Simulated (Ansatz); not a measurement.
## A computed series for GeSb2Te4: pressure series

The parent structure is GeSb2Te4 (space group R-3m, No. 166).

```cif
data_GeSb2Te4
_chemical_formula_sum 'Ge1 Sb2 Te4'
_space_group_name_H-M_alt 'P 1'
_space_group_IT_number 1
_cell_length_a 13.61999
_cell_length_b 13.61999
_cell_length_c 13.61999
_cell_angle_alpha 17.943
_cell_angle_beta 17.943
_cell_angle_gamma 17.943
loop_
_space_group_symop_operation_xyz
  'x, y, z'
loop_
_atom_site_label
_atom_site_type_symbol
_atom_site_fract_x
_atom_site_fract_y
_atom_site_fract_z
_atom_site_occupancy
Ge1 Ge 0.00000 0.00000 0.00000 1
Sb1 Sb 0.42437 0.42437 0.42437 1
Sb2 Sb 0.57563 0.57563 0.57563 1
Te1 Te 0.13386 0.13386 0.13386 1
Te2 Te 0.86614 0.86614 0.86614 1
Te3 Te 0.29186 0.29186 0.29186 1
Te4 Te 0.70814 0.70814 0.70814 1
```

Cell and atoms are relaxed at each pressure.

Method: DFT with PBE-D3(BJ), PAW potentials and a 420 eV plane-wave cutoff in Ansatz (a quantum-chemistry and plane-wave program), scalar-relativistic without spin-orbit coupling.

Two rows of this table had their results exchanged by mistake.

```tsv
pressure	volume per atom (Å³)	shortest distance (Å)	band gap
pressure −1 GPa	30.77	2.988	0.22 eV
pressure 0.9 GPa	29.32	2.947	zero
pressure 2.1 GPa	21.97	2.702	zero
pressure 4.5 GPa	27.54	2.889	zero
pressure 9 GPa	25.89	2.828	zero
pressure 15 GPa	24.18	2.764	zero
pressure 22.5 GPa	28.64	2.927	zero
pressure 30 GPa	20.54	2.675	zero
```

**Question.** Which two?

**Answer.** The rows for pressure 2.1 GPa and pressure 22.5 GPa: the volume has to fall steadily with pressure, so 28.64 Å³ belongs to pressure 2.1 GPa and 21.97 Å³ to pressure 22.5 GPa.

The mesh was chosen for an insulator and is coarse for the gapless case. From pressure 22.5 GPa on, the axis ratios lie over 15 % from the base's, so the cell there is far from its starting form. Spin-orbit coupling, missing from the scalar runs, can matter with Sb and Te. Load acts through the strain it causes; cell and atoms are relaxed under it. Whether these cells are dynamically stable was not tested. No other phases were tried under pressure. All final runs are without spin polarisation. Gaps under 0.05 eV, about the width of the smearing, are given as zero. The D3 term's C6 switches between coordination references near this geometry, which can add small steps to energies. A zero or small gap of GeSb2Te4 can be the functional's error rather than a property of the material.
